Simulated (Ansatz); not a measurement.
## What isotropic strain +2.50 % does to LiF

The parent structure is LiF in the rock salt structure (space group Fm-3m, No. 225; a = 4.068 Å).

Modification: an isotropic linear strain of +2.50 %; the atoms relax in the strained cell.

The values are results of PBE (Ansatz, a quantum-chemistry and plane-wave program), spin-orbit coupling left out, not measurements. Settings: 14×14×14 k-points, 0.05 eV Fermi–Dirac smearing.

```json
[
 {"quantity": "space group", "base": "Fm-3m (No. 225)", "changed": "Fm-3m (No. 225)", "shift": "–"},
 {"quantity": "shortest interatomic distance", "base": "2.034 Å", "changed": "2.085 Å", "shift": "+0.051 Å"},
 {"quantity": "energy relative to the base (free energy F)", "base": "0 meV/atom", "changed": "+9.2 meV/atom", "shift": "+9.2 meV/atom"},
 {"quantity": "pressure", "base": "0.00 GPa", "changed": "-4.27 GPa", "shift": "-4.27 GPa"},
 {"quantity": "band gap", "base": "8.83 eV", "changed": "8.22 eV", "shift": "-0.61 eV"},
 {"quantity": "gap character", "base": "direct at Γ", "changed": "direct at Γ", "shift": "–"},
 {"quantity": "mean gap deformation potential ΔEg/Δln V", "base": "–", "changed": "-8.2 eV", "shift": "–"},
 {"quantity": "width of the top valence band", "base": "0.95 eV", "changed": "0.85 eV", "shift": "-0.10 eV"},
 {"quantity": "electron mass", "base": "0.86 mₑ (at Γ)", "changed": "0.83 mₑ (at Γ)", "shift": "–"}
]
```

Final structure:

```xyz
2
Lattice="0.0000 2.0849 2.0849 2.0849 0.0000 2.0849 2.0849 2.0849 0.0000" Properties=species:S:1:pos:R:3 pbc="T T T"
Li     0.0000     0.0000     0.0000
F      2.0849     2.0849     2.0849
```

Masses are band curvatures over ±0.01 Å⁻¹ around the edge. Whether these cells are dynamically stable was not tested.
